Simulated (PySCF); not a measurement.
PySCF 2.14.0, PBE/def2-tzvp, df: phosphoric acid (O=P(O)(O)O), 8 atoms. The geometry is a generated start, not checked to be a minimum at this level.

```yaml
task: energy
method: pbe
basis: def2-tzvp
two_electron_scheme: density fitting
mol.max_memory: 3000 MB
mf.max_cycle: 100
mf.conv_tol: 1e-09 (default)
mf.grids.level: 3 (default)
basis_functions: 179
grid_points: 104936
```

```xyz
8

O      0.5183     0.0732     1.4383
P      0.0969    -0.0021    -0.0918
O      1.2087    -0.0267    -1.0450
O     -0.8648    -1.2640    -0.1368
O     -0.9031     1.2212    -0.2459
H      1.2900     0.6301     1.5251
H     -0.3357    -2.0483    -0.2697
H     -1.0103     1.4166    -1.1743
```

With the defaults (mf.init_guess = minao, mf.DIIS = CDIIS, mf.diis = true, mf.level_shift = 0, mf.diis_space = 8, mf.damp = 0, mf.diis_start_cycle = 1, mf.diis_damp = 0) it converges in 13 Fock builds. One run each on 2 threads, 1 BLAS thread, with these changes:
- mf.DIIS = EDIIS
- mf.init_guess = atom
- mf.level_shift = 0.3 Hartree
- mf.init_guess = 1e
- mf.diis_damp = 0.3
- mf.diis = false, mf.damp = 0.7, mf.diis_start_cycle = 999
- mf.diis = false
- mf.diis_space = 5
- mf.diis_space = 20

Question: Which of these changes keep the SCF from converging, or lead it to another solution?

Answer: No convergence: mf.init_guess = 1e; mf.DIIS = EDIIS; mf.diis = false (the run ends without SCF convergence in 100 cycles). The rest reach the solution of the defaults.

```json
[
 {"setting": "mf.diis_damp = 0.3", "Fock builds": "12", "end": "same solution"},
 {"setting": "the defaults", "Fock builds": "13", "end": "same solution"},
 {"setting": "mf.init_guess = atom", "Fock builds": "13", "end": "same solution"},
 {"setting": "mf.diis_space = 20", "Fock builds": "13", "end": "same solution"},
 {"setting": "mf.diis_space = 5", "Fock builds": "14", "end": "same solution"},
 {"setting": "mf.level_shift = 0.3 Hartree", "Fock builds": "15", "end": "same solution"},
 {"setting": "mf.diis = false, mf.damp = 0.7, mf.diis_start_cycle = 999", "Fock builds": "25", "end": "same solution"},
 {"setting": "mf.init_guess = 1e", "Fock builds": "101", "end": "no convergence"},
 {"setting": "mf.DIIS = EDIIS", "Fock builds": "101", "end": "no convergence"},
 {"setting": "mf.diis = false", "Fock builds": "101", "end": "no convergence"}
]
```
